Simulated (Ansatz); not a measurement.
# SnO: pressure series

Base system: SnO in the litharge type structure (space group P4/nmm, No. 129; a = 3.8362 Å, c = 4.7574 Å; layered, stacked along the Cartesian z axis).

Cell and atoms are relaxed at each pressure.

All numbers come from PBE-D3(BJ), PAW, 420 eV (Ansatz, a quantum-chemistry and plane-wave program; spin-orbit coupling left out), earlier PAW set.

Computed cases, in order: pressure −2 GPa; pressure −1 GPa; 0 GPa (base); pressure 0.9 GPa; pressure 2.1 GPa; pressure 4.5 GPa; pressure 9 GPa; pressure 15 GPa; pressure 22.5 GPa; pressure 30 GPa.

Task: Between which two neighbouring cases does the band gap open or close?

Result: Between pressure −1 GPa (0.20 eV) and 0 GPa (base) (zero). The whole series: pressure −2 GPa: 0.56 eV; pressure −1 GPa: 0.20 eV; 0 GPa (base): zero; pressure 0.9 GPa: zero; pressure 2.1 GPa: zero; pressure 4.5 GPa: zero; pressure 9 GPa: zero; pressure 15 GPa: zero; pressure 22.5 GPa: zero; pressure 30 GPa: zero.

Load acts through the strain it causes; cell and atoms are relaxed under it. Whether these cells are dynamically stable was not tested. Competing high-pressure phases were not computed. All final runs are without spin polarisation. A zero or small gap of SnO can be the functional's error rather than a property of the material.
